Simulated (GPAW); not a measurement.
Pressure against volume in fluorite-structure AuAl2 (space group 225) (GPAW, PBEsol)

```yaml
crystal:
  lattice:
    - [0.00000, 2.91290, 2.91290]
    - [2.91290, 0.00000, 2.91290]
    - [2.91290, 2.91290, 0.00000]
  atoms:
    - { symbol: Al, position: [0.25000, 0.25000, 0.25000] }
    - { symbol: Al, position: [0.75000, 0.75000, 0.75000] }
    - { symbol: Au, position: [0.00000, 0.00000, 0.00000] }
```

Method of the run: PBEsol, GPAW PAW datasets PBEsol (made by gpaw-setup) (plane waves; GPAW). Settings: mode = pw; ecut = 585 eV; xc = PBEsol; kpts = 17 17 17; mesh shift (steps) = 0 0 0; occupations.name = fermi-dirac; occupations.width = 0.05 eV; nbands = -7; convergence.forces = 0.001 eV/Å; symmetry.symmorphic = false; symmetry.tolerance = 0.0005; maxiter = 150. The cell above is the first row's. The rows scale it uniformly. In all rows fractional positions and the k mesh are held.

| V (Å^3/atom) | P (GPa) |
|---|---|
| 16.477 | ? |
| 16.835 | 9.80 |
| 17.194 | 6.59 |
| 17.552 | 3.72 |
| 17.910 | 1.16 |
| 18.268 | -1.12 |
| 18.626 | -3.14 |
| 18.985 | -4.94 |
| 19.343 | -6.55 |

**Question.** Fit P against V with a cubic, and predict the withheld value at V = 16.477.

**Answer.** With u = V - 18.1, the rows have u = -1.2650, -0.9060, -0.5480, -0.1900, 0.1680, 0.5260, 0.8850, 1.2430. Least squares gives P = -0.081 - 6.3344·u + 1.0382·u² - 0.1028·u³. Residuals (row less fit): -0.001, 0.003, 0.001, -0.001, -0.004, 0.001, 0.005, -0.002; standard error 0.004 (degrees of freedom: 4). The fitted pressure is zero at V0 = 18.09, where dP/dV = -6.361, so B0 = -V0·dP/dV = 115 GPa. At the withheld row, u = -1.6230, so P = -0.081 - 6.3344 × (-1.6230) + 1.0382 × (-1.6230)² - 0.1028 × (-1.6230)³ = 13.374 GPa. The calculation gives 13.40 GPa, 0.026 GPa above the prediction (0.1 % of the range of P in the table). The row lies outside the fitted rows, so this is an extrapolation. From the scatter of the fitted rows alone, a prediction at this place has a standard error of 0.010 GPa, so the miss is 2.6 times that.

Carrying the step between the two nearest rows on in a straight line would have given 13.00, off by 0.40; series whose last step already gives the withheld value aren't shown. The scan was laid around a cell of about the measured size, scaled by a guess for this functional. The runs keep the symmetry of the cell, so they don't test it for distortions. Spin-orbit coupling is off. Cutoffs and mesh are single choices, not tested for convergence of this quantity. Series with a scatter that would blur these digits, or in which a gap closes, are not shown.
